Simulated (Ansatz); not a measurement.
Functionals compared on a constructed model of the (0001) surface of hcp Zr, a pseudomorphic layer of W in the host's stacking (bottom of the slab: a bare face, its two planes held), in Ansatz (plane waves, PAW). The structure was relaxed with PBE; the other rows are single points on it. Cutoff 420 eV (500 eV for r2SCAN).

Slab: 7 atoms, 15.9 Å thick at the start; k 13x13x1, smearing 0.1 eV, dipole-corrected; 2 atoms held, the rest relaxed; symmetry of the start imposed; no spin, no spin-orbit, no U. It is one candidate, not shown to be the stable structure of the face. These notes are the PBE run's.

```tsv
functional	work function of the top face (eV)	rough cost of the single point
PBE	4.30	–
RPBE	4.18	very roughly 26 core-seconds
r2SCAN	4.35	very roughly 50 core-seconds
```

Ansatz is an electronic-structure program.
